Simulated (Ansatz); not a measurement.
Take Al in the diamond structure (space group Fd-3m, No. 227; a hypothetical phase, not in the database extracts checked; relaxed with 0.1 eV smearing) as the base.

```
CELL_PARAMETERS angstrom
      0.00000     3.02493     3.02493
      3.02493     0.00000     3.02493
      3.02493     3.02493     0.00000
ATOMIC_POSITIONS crystal
  Al 0.75000 0.75000 0.75000
  Al 0.50000 0.50000 0.50000
```

Cartesian axes are those of the cell as printed.

All numbers come from PBE/PAW in Ansatz (an electronic-structure program), spin-orbit coupling left out.

It is then changed as follows: every lattice vector is stretched by 1.11 %; the atoms relax in the strained cell.

### Question
Predict the stress tensor and what it implies for the stiffness.

### Answer
Stress of the strained cell less that of the base (GPa, compression positive):
```
   -1.1     0.0     0.0
    0.0    -1.1     0.0
    0.0     0.0    -1.1
```

Then B = −ΔP/(ΔV/V₀) with ΔV/V₀ = 0.0337 gives secant stiffness values (nonlinear terms included at this strain): B ≈ 34 GPa.

Stability against distortions was not tested.
